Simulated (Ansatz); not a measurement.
**Alloy series in IrO2**

Consider IrO$_{2}$ in the rutile structure (space group P4_2/mnm, No. 136).

```
CELL_PARAMETERS angstrom
      4.47186     0.00000     0.00000
      0.00000     4.47186     0.00000
      0.00000     0.00000     3.15377
ATOMIC_POSITIONS crystal
  Ir 0.00000 0.00000 0.00000
  Ir 0.50000 0.50000 0.50000
  O  0.30880 0.30880 0.00000
  O  0.80880 0.19120 0.50000
  O  0.19120 0.80880 0.50000
  O  0.69120 0.69120 0.00000
```

The other end (x = 1) is OsO2 in the rutile structure (space group P4_2/mnm, No. 136; a model cell): 10.52 Å³/atom, gap zero.

Os replaces a fraction x of Ir; each row is one arrangement (x, atoms in the cell, starting space group or random), fully relaxed.

Computed with PBEsol (Ansatz, a first-principles code; PAW; 420 eV plane waves; without spin-orbit coupling), earlier PAW set.

Candidates:
(a) x(Os) = 0.5, 12 atoms, I4_1md
(b) x(Os) = 0.75, 12 atoms, C2/m
(c) x(Os) = 0.25, 12 atoms, Cmmm

Base values:

- Shortest interatomic distance = 1.953 Å

Q: Order them by shortest interatomic distance, lowest first.

A: (c) x(Os) = 0.25, 12 atoms, Cmmm (1.925 Å), (b) x(Os) = 0.75, 12 atoms, C2/m (1.935 Å), (a) x(Os) = 0.5, 12 atoms, I4_1md (1.940 Å)

These are small ordered cells, not random alloys; other orderings at the same x differ. Whether these cells are dynamically stable was not tested. No Hubbard U is applied, and correlation can decide whether such a compound is a metal. All final runs are without spin polarisation. An odd electron count without spin: IrOs3O8 and Ir3OsO8.
